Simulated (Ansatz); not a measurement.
Ba₂InSbO₆ (model structure, started from the Ba2BiTaO6 type, R-3, No. 148, 10 atoms in the cell)

These are PBEsol (Ansatz, a program for electronic structure, plane waves, PAW) values and carry that method's errors.

Run with plane-wave cutoff 520 eV, 8×8×8 k mesh, Fermi–Dirac smearing 0.01 eV, scalar-relativistic PAW data made under PBE.

Cell (relaxed with PBEsol):

```cif
data_Ba6In3O18Sb3
_chemical_formula_sum 'Ba6 Sb3 In3 O18'
_space_group_name_H-M_alt 'R-3 :H'
_space_group_IT_number 148
_space_group_name_Hall '-R 3'
_cell_length_a 5.85383
_cell_length_b 5.85383
_cell_length_c 14.29352
_cell_angle_alpha 90.000
_cell_angle_beta 90.000
_cell_angle_gamma 120.000
loop_
_atom_site_label
_atom_site_type_symbol
_atom_site_symmetry_multiplicity
_atom_site_Wyckoff_symbol
_atom_site_fract_x
_atom_site_fract_y
_atom_site_fract_z
_atom_site_occupancy
Ba1 Ba 6 c 0.00000 0.00000 0.25004 1
Sb1 Sb 3 b 0.00000 0.00000 0.50000 1
In1 In 3 a 0.00000 0.00000 0.00000 1
O1 O 18 f 0.14930 0.34605 0.08628 1
```
(The calculation used a cell of 10 atoms; values per cell refer to that cell.)

```yaml
band_gap: 1.14 eV
smallest_direct_gap_on_the_k_points_sampled: 1.15 eV
```

Note: the relaxation could raise the start's symmetry but not lower it, so the cell can be a saddle point.

Spin–orbit coupling is not included.

Computed values are for the static lattice.

Cost on a shared machine: around 2.0 core-minutes (rough).

A model structure was made by putting elements into a prototype or built by hand; it is no filed structure, need not be a known phase, and can be a saddle point held by its symmetry.
